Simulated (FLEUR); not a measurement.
A self-consistent single point of WSi2 (I4/mmm, 3 atoms in the cell) with FLEUR.

Level of theory: PBE, all-electron FLAPW (FLEUR), scalar-relativistic valence.

The change in words: lattice scaled by 0.98. Reference geometry:
```
WSi2
1.0
   -1.60500     1.60500     3.91500
    1.60500    -1.60500     3.91500
    1.60500     1.60500    -3.91500
Si W
2 1
Direct
  0.66500   0.66500   0.00000
  0.33500   0.33500   0.00000
  0.00000   0.00000   0.00000
```

Reference input (self-consistent single point, DFT, PBE, all-electron FLAPW (FLEUR), scalar-relativistic valence): Kmax = 4.5 1/bohr; GmaxXC = 22.5 1/bohr; xcFunctional = pbe; jspins = 1; l_soc = F; mode = hist; fermiSmearingEnergy = 0.00367493 Htr; mesh (inpgen div1-3) = 10 10 10; inpgen gamma flag = true; Gmax = 22.5 1/bohr; numbands = 0; maxIterBroyd = 40. This run's input differs from it in these lines:

```diff
@@ -3,5 +3,5 @@
 &input film=f /
--1.6050000000 1.6050000000 3.9150000000
-1.6050000000 -1.6050000000 3.9150000000
-1.6050000000 1.6050000000 -3.9150000000
+-1.5729000000 1.5729000000 3.8367000000
+1.5729000000 -1.5729000000 3.8367000000
+1.5729000000 1.5729000000 -3.8367000000
 1.8897261246
@@ -44,5 +44,5 @@
          <bravaisMatrix>
-            <row-1>   -3.0330104299829999     3.0330104299829999     7.3982777778089996</row-1>
-            <row-2>    3.0330104299829999    -3.0330104299829999     7.3982777778089996</row-2>
-            <row-3>    3.0330104299829999     3.0330104299829999    -7.3982777778089996</row-3>
+            <row-1>   -2.9723502213833397     2.9723502213833397     7.2503122222528198</row-1>
+            <row-2>    2.9723502213833397    -2.9723502213833397     7.2503122222528198</row-2>
+            <row-3>    2.9723502213833397     2.9723502213833397    -7.2503122222528198</row-3>
          </bravaisMatrix>
```

Log, with long lists cut:

```
 Iteration:     1   Distance:       9.81022692 me/bohr^3
 Iteration:     2   Distance:       9.06958434 me/bohr^3
 Iteration:     3   Distance:       4.30519906 me/bohr^3
 Iteration:     4   Distance:       0.94468760 me/bohr^3
 Iteration:     5   Distance:       0.82684336 me/bohr^3
   [... 6 lines left out ...]
 Iteration:    12   Distance:       0.00118851 me/bohr^3
 Iteration:    13   Distance:       0.00020217 me/bohr^3
 Iteration:    14   Distance:       0.00006111 me/bohr^3
 Iteration:    15   Distance:       0.00000288 me/bohr^3
 Reset of history
 Run finished successfully
 Stop message:
   Structural relaxation: new displacements generated

[file out, last iteration]
             iter=     16
[...]
          total density-effective poten   -2.8986824008E+04
          total charge density-energy d   -3.6744429134E+02
 Updated energy parameters for spin:           1
[...]
 fermi energy and band-weighting factors:

[...]
FERMIE:
          first approx. to ef    (T=0)  :   0.601492 htr   (energy of the highest occ. eigenvalue)
          number of occ. states  (T=0)  :       2650
          first approx. to seigv (T=0)  : -59.297084 htr
          sum of weights of occ. states :  26.000000
          sum of semicore charge        :   0.000000 e
FERHIS:  Fermi-Energy by histogram:
          bandgap                     :   0.000526 htr
   [... lines left out ...]
          charge neutrality (T=0)     :   0.000000    (zero if the highest occ. eigenvalue is "entirely" occupied)
     EF_NEWTON:  Adjust Fermi-Energy by Newton-Method.
 Direct bandgap for spin            1 :    1.4124464521234170E-002  Htr
 ---->    free energy=                    -16746.2408874110 htr
   [... lines left out ...]
      extrapolation for T->0
 ---->    total electron energy=          -16746.2406931601 htr
 ***** TOTAL FORCES ON ATOMS *****
 TOTAL FORCE FOR ATOM TYPE=  1  X=  0.000   Y=  0.000   Z= -4.858
                       FX_TOT= 0.000000 FY_TOT= 0.000000 FZ_TOT= 0.005991
 TOTAL FORCE FOR ATOM TYPE=  2  X=  0.000   Y=  0.000   Z=  0.000
                       FX_TOT= 0.000000 FY_TOT= 0.000000 FZ_TOT= 0.000000
```

The run converged in 15 iterations. FLEUR gives forces in its relaxation mode, with a further iteration, so its stop message speaks of a relaxation. Against the reference run the free energy rises by 58.4 meV/atom and the largest force goes from 0.120 to 0.308 eV/Å.

The starting cell has typed, rounded lattice constants, without a prior relaxation at this level. For this run, on top of that: lattice scaled by 0.98. Spin-orbit coupling is off. Spin polarisation is off. Values depend on the basis (sphere radii, cutoffs, local orbitals), which need not be converged. The log's line on a gap gives a spacing of levels on this mesh, which the program prints for metals too.

Cost on one core of a shared machine: roughly 4 min.
